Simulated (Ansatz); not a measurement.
HfC (model structure, started from the CsCl type, Pm-3m, No. 221, 2 atoms in the cell), treated with r²SCAN+rVV10 in Ansatz (PAW).

The input as run:

Ansatz 0.2 input:
```yaml
crystal:
  lattice:
    - [2.899615564, 0.0, 0.0]
    - [0.0, 2.899615564, 0.0]
    - [0.0, 0.0, 2.899615564]
  atoms:
    - { symbol: Hf, position: [0.0, 0.0, 0.0] }
    - { symbol: C, position: [0.5, 0.5, 0.5] }
basis:
  ecutwfc: 560
  ecutrho_ratio: 4
  xc_grid: 3
kpoints:
  mp_grid: { grid: [18, 18, 18] }
hamiltonian:
  xc: r2scan
  dispersion: rvv10
  pseudopotentials: { kind: paw }
scf:
  occupations: { method: fermi_dirac, width: 0.05 }
output:
  forces: true
  stress: true
  eigenvalues: true
relax:
  f_tol: 0.004
  escape_saddle: false
  max_steps: 80
```

From the output:

```
WARN output.stress: scf.convergence.dr2_threshold = 1e-7 eV (the SCF's general default) is looser than the 2e-10 eV advised for a printed stress (1e-10 eV for …
Relaxation: its limit of steps is 80 (relax.max_steps)
Crystal: 2 atoms, lattice volume = 24.379 Å³
Basis set: ecut = 560 eV, 739 PW (Γ), exchange–correlation on 72×72×72 points (27 copies of the dense FFT grid, shifted against one another)
Bands: 19, of which v1, the nominal top of the filled ones, is band 15 counted from 1 (14 counted from 0)
Symmetry: 48 space group operations
Space group: Pm-3m (ITA 221), of the structure as read, at distance tolerance 2.9e-5 Å
k-points: 220 of 5832
Functional: x = r2scan, c = r2scan + rvv10(b = 11.95, C = 0.0093); τ floored in thin density (d = 2e-4 eV/Å³)
SCF iter   1: F=—  HF=-15981.047062 eV  |F-HF|=—  |Δ(HF+E_count)|=         —  Δρ=8.77e-3  dr2=1.08e-2  dr2_τ=8.70e-2
SCF iter   2: F=—  HF=-15981.097433 eV  |F-HF|=—  |Δ(HF+E_count)|=   5.04e-2  Δρ=7.28e-3  dr2=1.87e-2  dr2_τ=1.57e-3
  ...
SCF 1 converged in 8 iterations: F = -15981.096121 eV  dr2 = 6.26e-9
relax step   1: F+E_penalty+E_count = -15981.09612138 eV  Δ(F+E_penalty+E_count) = +0.000e0 eV  max|allowed force component| = 1.788e-29 eV/Å  Δτ_max = 0.0000 Å  (8 SCF iters, accepted)
Crystal: 2 atoms, lattice volume = 24.379 Å³
Initial density: handed on by an earlier stage of this run
SCF iter   1: F=—  HF=-15981.096121 eV  |F-HF|=—  |Δ(HF+E_count)|=         —  Δρ=4.55e-6  dr2=6.26e-9  dr2_τ=2.94e-10
SCF iter   2: F=-15981.096121 eV  HF=-15981.096121 eV  |F-HF|=4.17e-9  |Δ(HF+E_count)|=   1.16e-9  Δρ=4.28e-6  dr2=5.22e-9  dr2_τ=8.19e-10
SCF 2 converged in 2 iterations: F = -15981.096121 eV  dr2 = 5.22e-9
SCF converged after 2 iterations
Free energy (F): -15981.096121 eV
Internal energy: -15981.080784 eV  (E = F + TS)
E sigma→0 (E₀):  -15981.088453 eV
Fermi energy:    21.191574 eV
--- Forces (eV/Å), atoms counted from 1 ---
  atom   1  Hf     0.00000000     0.00000000     0.00000000
  atom   2  C     -0.00000000     0.00000000    -0.00000000
--- Stress (GPa, compression-positive) ---
       -4.195418      -0.000000       0.000000
       -0.000000      -4.195418       0.000000
        0.000000       0.000000      -4.195418
  P = ⅓ Tr σ = -4.1954 GPa (-41.954 kbar)
```

The cell is one volume of an energy–volume scan, off the minimum.

The PAW data were made under PBE.

Note: the relaxation could raise the start's symmetry but not lower it, so the cell can be a saddle point.

A model structure was made by putting elements into a prototype or built by hand; it is no filed structure, need not be a known phase, and can be a saddle point held by its symmetry.

Ansatz is a quantum-chemistry and plane-wave program.
